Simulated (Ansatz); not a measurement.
**TiAs under a change: isotropic strain −5.69 %**

Base system: TiAs (space group P6_3/mmc, No. 194; a = 3.5988 Å, c = 11.9606 Å).

Now apply this change: an isotropic linear strain of −5.69 %; the atoms relax in the strained cell.

All numbers come from PBEsol, PAW, 420 eV (Ansatz, a first-principles code; no spin-orbit coupling). Γ-centred 15×15×4 mesh, Fermi–Dirac width 0.05 eV.

Volume per atom: 14.07 Å³ (base 16.77 Å³)
Space group: P6_3/mmc (No. 194) (base P6_3/mmc (No. 194))
Shortest interatomic distance: 236.4 pm (base 250.6 pm)
Energy relative to the base (free energy F): +0.241 eV/atom
Band gap: zero (base zero)

Cost of the whole job for the changed cell (relaxation, final SCF and bands): about 2.4 core-minutes (a rough figure).

Whether these cells are dynamically stable was not tested. The final runs are not spin-polarised.
